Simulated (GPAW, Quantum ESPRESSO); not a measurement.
A GPAW input for a self-consistent single point of NiO2 (P6_3/mmc, 6 atoms in the cell) (DFT PBEsol, plane waves, GPAW PAW datasets PBEsol (made by gpaw-setup)):

```python
from ase import Atoms
from ase.units import GPa
from gpaw import GPAW

atoms = Atoms(['Ni', 'Ni', 'O', 'O', 'O', 'O'],
              cell=[[2.912150, 0.000000, 0.000000],
                    [-1.456075, 2.521996, 0.000000],
                    [0.000000, 0.000000, 10.555270]],
              scaled_positions=[[0.000000, 0.000000, 0.000000],
                                [0.000000, 0.000000, 0.500000],
                                [0.666667, 0.333333, 0.089080],
                                [0.333333, 0.666667, 0.910920],
                                [0.333333, 0.666667, 0.589080],
                                [0.666667, 0.333333, 0.410920]],
              pbc=True)

atoms.set_initial_magnetic_moments([2.0, 2.0, 0.0, 0.0, 0.0, 0.0])

calc = GPAW(spinpol=True,
            mode={'name': 'pw', 'ecut': 950},
            xc='PBEsol',
            kpts={'size': (10, 10, 3), 'gamma': True},
            occupations={'name': 'fermi-dirac', 'width': 0.1},
            nbands=-12,
            symmetry={'symmorphic': False, 'tolerance': 0.0005},
            maxiter=100,
            txt='-')

atoms.calc = calc

energy = atoms.get_potential_energy()
print('Energy (eV):', round(energy, 6))
forces = atoms.get_forces()
print('Forces (eV/Ang):')
print(forces.round(5))
stress = atoms.get_stress()
print('Stress (GPa, Voigt):', (stress / GPa).round(4))
```

Problem. Write the same calculation as an input for Quantum ESPRESSO.

Solution. One input that does it (others would too):

```fortran
&control
    calculation = 'scf'
    prefix = 'scf'
    outdir = './out'
    pseudo_dir = './'
    verbosity = 'high'
    tprnfor = .true.
    tstress = .true.
/
&system
    ibrav = 0
    nat = 6
    ntyp = 2
    ecutwfc = 55
    ecutrho = 330
    occupations = 'smearing'
    smearing = 'fermi-dirac'
    degauss = 0.0073499
    nspin = 2
    starting_magnetization(1) = 0.200
    input_dft = 'pbesol'
/
&electrons
    conv_thr = 1e-10
    mixing_beta = 0.2
/
ATOMIC_SPECIES
Ni    58.6934  Ni.pbe-n-kjpaw_psl.1.0.0.UPF
O     15.9990  O.pbe-n-kjpaw_psl.0.1.UPF
ATOMIC_POSITIONS crystal
Ni    0.00000000    0.00000000    0.00000000
Ni    0.00000000    0.00000000    0.50000000
O     0.66666667    0.33333333    0.08908000
O     0.33333333    0.66666667    0.91092000
O     0.33333333    0.66666667    0.58908000
O     0.66666667    0.33333333    0.41092000
K_POINTS automatic
10 10 3  0 0 0
CELL_PARAMETERS angstrom
   2.91215007     0.00000000     0.00000000
  -1.45607504     2.52199594     0.00000000
   0.00000000     0.00000000    10.55527000
```

Basis, cutoffs, solver keys and any potentials are the target program's own. This input uses DFT, PBEsol, plane waves, PSlibrary PAW (PBE) pseudopotentials.

The starting cell comes from a database of computed structures (which also holds hypothetical and non-ambient phases and stackings), without a prior relaxation at this level.
